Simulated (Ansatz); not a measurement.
The parent structure is BaTiO3 in the cubic perovskite structure (space group Pm-3m, No. 221; a = 3.935 Å). Axes: x, y, z lie along the cube axes.

Method: LDA, PAW, 420 eV (Ansatz, a program for electronic structure; without spin-orbit coupling).

It is then changed as follows: every lattice vector is shortened by 3.00 %; the atoms relax in the strained cell.

**Question.** Predict the stress tensor and what it implies for the stiffness.

**Answer.** Stress of the strained cell less that of the base (GPa, compression positive):
```
  21.90    0.00    0.00
   0.00   21.90    0.00
   0.00    0.00   21.90
```

Then B = −ΔP/(ΔV/V₀) with ΔV/V₀ = -0.0873 gives secant stiffness values (nonlinear terms included at this strain): B ≈ 251 GPa.

As a check, the harmonic strain energy −½ V₀ Δσ:ε is 75 meV/atom; the computed energy rise is 67 meV/atom.

Stability against distortions was not tested. All final runs are without spin polarisation. Many cubic perovskites are stable only at high temperature; tilts and polar distortions were not tested. This is not the structure that BaTiO3 has at room temperature and ambient pressure.
